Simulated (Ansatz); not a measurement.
For ZnO (model structure, from the NiAs type, P6₃/mmc, No. 194), LDA (PAW; Ansatz, an electronic-structure program) gives:

| Item | Value |
|---|---|
| lattice parameter a | 2.942 Å |
| c axis length | 5.051 Å |
| bulk modulus | 201 GPa |
| cohesive energy | 4.33 eV/atom |
| band gap | 0.92 eV |

Problem. What does r²SCAN (PAW; Ansatz) give for the same quantities?

Solution. 
- lattice constant a: 2.977 Å (increases by 1.2 %)
- lattice parameter c: 5.125 Å (grows by 1.5 %)
- bulk modulus: 187 GPa (shrinks by 7.0 %)
- cohesive energy: 3.60 eV/atom (decreases by 0.73 eV/atom)
- band gap: 1.36 eV (goes up by 0.44 eV)

Changes are worked out from the printed values.

Unless a cell is named, each level is at its own relaxed cell (LDA 9.47, r²SCAN 9.83 Å³/atom).

Density-functional gaps are differences of (generalised) Kohn–Sham levels.

Caveats: the bulk modulus is −V dP/dV from two relaxed cells at ±2 % in volume (LDA, r²SCAN). Ansatz's density-functional and Hartree–Fock values are scalar-relativistic unless marked +SOC, with PAW data made under PBE.

A model structure was made by putting elements into a prototype or built by hand; it is no filed structure, need not be a known phase, and can be a saddle point held by its symmetry.
